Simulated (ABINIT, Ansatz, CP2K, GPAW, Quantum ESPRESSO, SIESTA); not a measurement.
## Code comparison for Pd (Fm-3m, 1 atom in the cell)

Self-consistent single point.

```yaml
crystal:
  lattice:
    - [0.00000, 1.92983, 1.92983]
    - [1.92983, 0.00000, 1.92983]
    - [1.92983, 1.92983, 0.00000]
  atoms:
    - { symbol: Pd, position: [0.00000, 0.00000, 0.00000] }
```

All programs got the same cell, k-point mesh and kind of occupations (in Ansatz's words: kpoints.mp_grid.grid = 15 15 15; scf.occupations.method = gaussian; scf.occupations.width = 0.01 Ry); potentials, basis and cutoffs are each program's usual ones.

```
code                                                                                                                                model  pressure (GPa)  k-points       cutoff
----------------  -----------------------------------------------------------------------------------------------------------------------  --------------  --------  -----------
CP2K                                                              PBE, GPW, DZVP-MOLOPT-SR-GTH basis, GTH-PBE potentials (GTH_POTENTIALS)           14.96      1688  grid 500 Ry
GPAW                                                                                         PBE, GPAW PAW datasets PBE (gpaw-data 1.0.1)           12.70       120       600 eV
ABINIT                                                                                                        PBE, PAW (JTH v2.0 PBE PAW)           12.14       120        24 Ha
Ansatz                                                                                                             PBE, default PAW files           12.63       120      30.9 Ry
Quantum ESPRESSO                                                                        PBE, SSSP 1.1.2 efficiency (PBE) pseudopotentials           12.52       120        60 Ry
SIESTA            GGA PBE, numerical atomic orbitals TZP, PseudoDojo PBE standard norm-conserving potentials (rewritten from UPF to PSML)           13.95      1688  grid 400 Ry
```

The spread over the programs that give each value: pressure within 2.82 GPa.

The starting cell has typed, rounded lattice constants, without a prior relaxation at this level. Its lattice was rescaled by a random factor within 2.5 % of one. On Ansatz's run: Spin polarisation is off. In the base run, with a pressure of about 13 GPa the cell is away from its equilibrium volume at this level.

Problem. Why do the programs differ, and what cannot be compared?

Solution. Differences of this kind can come from the potentials, where these differ, and from what each basis and cutoff leave unconverged. The valence holds different numbers of electrons (CP2K 18, GPAW 16, ABINIT 18, Ansatz (an electronic-structure program) 18, Quantum ESPRESSO 18, SIESTA 18). The zero of total energies and Fermi levels follows the potentials and each program's conventions, so they are not compared here. CP2K and SIESTA use small atom-centred bases, whose incompleteness enters pressures, forces and empty levels differently from a plane-wave cutoff. Ansatz's pressure is given at a fixed set of plane waves, as the other plane-wave codes print theirs; with its correction for the finite basis it is 12.71 GPa. Ansatz's smearing width was typed in Ry to four decimals, so it matches the others to a few per cent. The programs reduce the same mesh by symmetry to different extents, which changes the work and not the result. In the pressure, CP2K (by 2.38) and SIESTA (by 1.37) lie more than 1 GPa from the median of the plane-wave programs.

Left out of this page: Elk and FLEUR (not drawn, or without a comparable value).

Keys are those of Ansatz 0.2.
